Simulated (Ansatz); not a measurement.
**AlNi3, pressure series**

Base system: AlNi$_{3}$ in the Cu3Au type structure (space group Pm-3m, No. 221; weakly magnetic (sensitive to the mesh)).

```xyz
4
Lattice="3.5668 0.0000 0.0000 0.0000 3.5668 0.0000 0.0000 0.0000 3.5668" Properties=species:S:1:pos:R:3 pbc="T T T"
Ni     0.0000     1.7834     1.7834
Ni     1.7834     1.7834     0.0000
Ni     1.7834     0.0000     1.7834
Al     0.0000     0.0000     0.0000
```

Cell and atoms are relaxed at each pressure.

All numbers come from PBE in Ansatz (plane waves to 420 eV, PAW, scalar-relativistic without spin-orbit coupling).

| pressure (GPa) | volume per atom (Å³/atom) |
|---|---|
| -2 | 11.473 |
| -1 | 11.407 |
| 0 | 11.345 |
| 3 | 11.165 |
| 7 | 10.948 |
| 30 | 10.018 |
| 50 | 9.458 |
| 75 | ? |
| 100 | 8.516 |

Problem. Fit the third-order Birch–Murnaghan form P(V) = (3B₀/2)[(V₀/V)^(7/3) − (V₀/V)^(5/3)]·[1 + (3/4)(B₀′ − 4)((V₀/V)^(2/3) − 1)] (squares taken in P) to the rows shown and predict the withheld row.

Solution. Least squares on the printed values gives V₀ = 11.344 Å³/atom, B₀ = 183 GPa, B₀′ = 4.5; this predicts 8.928 Å³/atom, and the run gives 8.929 Å³/atom, in agreement.

Measured bulk modulus of AlNi3: 173.9 GPa (temperature not stated; as listed in Nikolai A. Zarkevich, Timothy M. Smith, John W. Lawson, Crystals (2023)); the computed value is for a static lattice, so the two differ by thermal effects too.

The magnetic state is the one reached from the starting moments; the real material's order can differ, and small cells can't hold many antiferromagnetic ones. Load acts through the strain it causes; cell and atoms are relaxed under it. Whether these cells are dynamically stable was not tested. Competing high-pressure phases were not computed.

Ansatz is a program for electronic structure.
